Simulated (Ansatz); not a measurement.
AlPt (Pm-3m, No. 221, 2 atoms in the cell; start mp-10903) was calculated with PBEsol (PAW; Ansatz, a program for electronic structure).

Numerical settings: plane-wave cutoff 520 eV, 18×18×18 k mesh, Fermi–Dirac smearing 0.05 eV, scalar-relativistic PAW data made under PBE.

Cell (relaxed at this level):

```
CELL_PARAMETERS angstrom
      3.06020     0.00000     0.00000
      0.00000     3.06020     0.00000
      0.00000     0.00000     3.06020
ATOMIC_POSITIONS crystal
  Al 0.00000 0.00000 0.00000
  Pt 0.50000 0.50000 0.50000
```

Task: What does this level give for the bulk modulus B0?

Result: 
bulk modulus B0: 202 GPa

The run finds no gap.

Note: the bulk modulus is −V dP/dV from two relaxed cells at ±2 % in volume; the relaxation could not lower the start's symmetry, so the cell can be a saddle point above a distorted one.

Spin–orbit coupling is not included.

The computed numbers hold no vibrational or temperature effects.

A start named mp-… is a Materials Project structure, which need not be a measured phase.
